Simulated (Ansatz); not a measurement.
AlN: energy against volume

AlN (wurtzite, P6_3mc, 10.461 Å³/atom and stress up to 0.01 GPa in the relaxed cell, c along z) under hydrostatic pressure, with the cell free. PBEsol in Ansatz, a plane-wave DFT program (PAW, default set), 420 eV, 12×12×7 Γ-centred mesh, Fermi-Dirac smearing 0.05 eV; ions are relaxed, or left where forces stay under 0.02 eV/Å, within the symmetry of each cell.

Here V stands for volume and E for E less E0.

| volume (Å³/atom) | E less E0 (meV/atom) | pressure (GPa) |
|---|---|---|
| 10.5685 | 0.66 | -2.00 |
| 10.5143 | 0.15 | -1.00 |
| 10.4611 | 0.00 | 0.01 |
| 10.4149 | 0.13 | 0.90 |
| 10.3544 | 0.69 | 2.10 |
| 10.2383 | 3.08 | 4.50 |
| 10.0362 | 11.55 | 8.99 |
| 9.7925 | ? | ? |

Q: Using the third-order Birch-Murnaghan form, a cubic in V^(-2/3), estimate the missing E at V = 9.7925 from the other rows, showing the fit.

A: With u = V^(-2/3) - 0.2103, the rows have u = -0.0026536, -0.0019406, -0.0012348, -0.0006170, 0.0001990, 0.0017874, 0.0046251. Least squares gives E = 0.515 + 835.2·u + 335145·u² + 28465·u³. Residuals (row less fit): 0.002, -0.006, 0.005, 0.003, -0.004, 0.001, 0.000; standard error 0.006 (degrees of freedom: 3). Its minimum lies at u = -0.0012462, so V0 = (0.2090538)^(-3/2) = 10.46. There d²E/du² = 670100 and d³E/du³ = 170800, so B0 = (4/9) × 10.46^(-7/3) × 670100 × 0.160218 = 199 GPa (the last factor turns the table's units into GPa), and B0' = 4 + (2/3) × 0.2090538 × (170800)/670100 = 4.0. B0' rests on the cubic coefficient alone and has a standard error of 0.3 from these residuals. At the withheld row, u = 0.0081763, so E = 0.515 + 835.2 × 0.0081763 + 335145 × 0.0081763² + 28465 × 0.0081763³ = 29.764 meV/atom. The calculation gives 29.71 meV/atom, 0.054 meV/atom below the prediction (0.2 % of the range of E in the table). The row lies outside the fitted rows, so this is an extrapolation. The scatter of the fitted rows lies at the last printed digit.

Other structures, which can take over under pressure, weren't tried. The same form fitted to the pressure column gives B0' = 3.8; series where the two differ by over 0.4 aren't shown. Rows are the converged runs of the series near zero and its far end, less any whose ions stayed unrelaxed beside relaxed ones; series whose fitted rows scatter by over a few per cent of the range, as at a crossing or softening among them, aren't shown in this form.
